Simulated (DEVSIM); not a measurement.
Structure: abrupt Si n-p junction, at 300 K.

Layer 1 from the left is Si, thickness (μm) 25.0, Nd (cm⁻³) 6.1e17, τn (s) 1.2e-5, τp (s) 1.2e-5. Layer 2 from the left is Si, thickness (μm) 140, Na (cm⁻³) 4.4e16, τn (s) 1.2e-5, τp (s) 1.2e-5.

Left contact: ohmic. Right contact: ohmic. Voltage is applied to the left contact. Recombination: SRH at mid-gap. Mobility is constant in doping.

This is a model device: material constants are rounded textbook-type values typed into the input, and sizes, dopings and lifetimes were drawn at random. Values at 300 K.

Si: gap (eV) 1.124, affinity (eV) 4.05, permittivity 11.7, Nc (cm⁻³) 2.86e19, Nv (cm⁻³) 3.1e19, μn (cm²/Vs) 1417, μp (cm²/Vs) 470.

### Question
Estimate by hand the built-in potential, the peak field at zero bias, the capacitance at 1.5 V, and compare with a numerical solution.

### Answer

- Built-in potential: ni = √(Nc Nv) exp(−Eg/2kT) = 1.08e10 cm⁻³ with Eg = 1.124 eV; Vbi = kT/q ln(Na Nd/ni²) = 0.855 V; numerical 0.855 V.
- Peak field at zero bias: depletion approximation: W = √(2εVbi/(qN)) = 0.164 μm with N = 4.10e16 cm⁻³; field = 2Vbi/W = 104000 V/cm; numerical 102000 V/cm (estimate above by 2.0 %).
- Capacitance at 1.5 V: C = √(qεN / 2(Vbi + |V|)) = 38.0 nF/cm²; numerical 38.5 nF/cm² (estimate below by 1.1 %).

Simulated with DEVSIM: 1D drift-diffusion, Boltzmann statistics, complete ionisation; no tunnelling, impact ionisation, image-force lowering or self-heating.
